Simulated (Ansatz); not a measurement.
## Li on the 1x1 (0001) surface of hcp Co, ferromagnetic, one in a 2x2 cell, started at the site 'top Co'

Level of theory: PBE (plane waves to 420 eV, PAW; Ansatz, an electronic-structure program).

Set-up: 17 atoms, 6.0 Å thick at the start under the adsorbate (thin: gaps and levels are the slab's own); mesh 7x7x1; 0.1 eV smearing; dipole correction on; 8 atoms held, the rest relaxed; start symmetry kept, larger cells not searched; spin-polarised, no spin-orbit, no U, no dispersion correction. At the end it is bonded to Co. In PBE this state lies 0.11 eV over the lowest of the starts that converged ('hollow Co-Co-Co').

| Property | Result |
|---|---|
| adsorption energy against an atom of bcc Li | -0.59 eV |
| work function of the top face | 1.97 eV |
| change of the work function | -3.01 eV |
| change of the step from the bottom to the top vacuum level, against the clean slab | -3.00 eV |
| energy released by relaxation | 0.25 eV |
| height of the binding atom over the mean of the host atoms within 0.3 Å of the top one | 2.124 Å |
| magnetic moment of the cell | 26.51 μB |
| nearest host atoms of the binding atom | Co at 2.26 Å, Co at 3.25 Å, Co at 3.25 Å |
| largest move of a host atom | 0.12 Å |
| cost | around 14 core-minutes (rough) |

A negative adsorption energy means that the adsorbate is more stable on the surface than in its reference.
